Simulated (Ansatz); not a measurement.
# Al_C (4H silicon carbide host)

Computed with PBE, PAW (plane waves to 420 eV; Ansatz, a first-principles code). Cell: 96 sites, 3×2×1; final energies on a 2×2×2 shifted mesh. Site at the start: the C(k) site. Charged cells carry a point-charge image correction with potential alignment at far atoms. Dielectric constants: PBE linear response of the host. Host gap at this level: 2.22 eV. A cell of this size leaves errors of a few tenths of an eV. PBE underestimates the host's gap, which shifts levels and can delocalise carriers. Spin–orbit coupling is left out. Each state is the lowest found from its start.

Formation energies E_f are given with the Fermi level at the valence-band maximum. Chemical conditions: C-rich (Δμ(C) = 0.00 eV, Δμ(Al) = -0.16 eV, bounded by Al4C3 (R-3m); only phases computed here count, gases as isolated molecules at 0 K). Reference phases: Al: fcc Al, C: graphite.

| charge | moment (μB) | largest move off a lattice site (Å) | image correction with alignment (eV) | E_f, C-rich (eV) | above the lowest spin state (eV) |
|---|---|---|---|---|---|
| +1 | 2.0 | 0.45 | 0.23 | 6.58 | 0.00 |
| +1 | not spin-polarised | 0.37 | 0.24 | 6.72 | 0.13 |
| 0 | 1.0 | 0.34 | 0.00 | 7.39 | 0.00 |
| −1 | not spin-polarised | 0.31 | 0.11 | 8.73 | 0.00 |

Transition levels above the valence-band maximum: ε(+1/0) = 0.81 eV; ε(0/−1) = 1.34 eV. On the lower envelope of the bound states, inside the gap: (+1/0) at 0.81 eV; (0/−1) at 1.34 eV.

Flagged in the runs: a host whose relaxation on this sampling wasn't shown to rest, a strain field that reaches the edge of the cell.
